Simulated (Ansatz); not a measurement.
# Computed paths: interstitial Cu in rock-salt MgO, charge state +1

Defect: interstitial Cu in rock-salt MgO, charge state +1. These are PBE, PAW (plane waves to 420 eV; Ansatz, a quantum-chemistry and plane-wave program) values and carry that method's errors.

Cell of 64 host sites held at the relaxed PBE lattice; a 2×2×2 k-point mesh shifted by half a step; Fermi-Dirac width 0.01 eV, spin-restricted; finite-size errors left in. Energies are static. The charge state is imposed; whether it is stable for some Fermi level was not computed. Sites that were not tried may lie lower.

Barriers: single points on a 3×3×3 k-point mesh shifted by half a step at the bands' geometries.

```tsv
Route	Start site over the lowest site run (eV)	Hop (Å)	Forward barrier (eV)	Backward barrier (eV)	Neighbours at the start	Neighbours at the saddle	Saddle order	Forward, on the band's own sampling (eV)
several atoms move together, Cu the farthest	0.00	2.07	0.32	0.32	2 Mg at 2.21, 2 Mg at 2.22; 2 O at 1.96, 2 O at 1.98 Å	2 Mg at 2.10; 2 O at 1.77 Å	first order	0.32
```

Paths come from climbing-image nudged elastic band runs.   A further band (several atoms move together, Cu the farthest, 2.97 Å) gave 0.32 eV forward on its own sampling, 0.32 eV above the lowest site run, but a shoulder points to a second hump between its images, so it is not taken as a result.
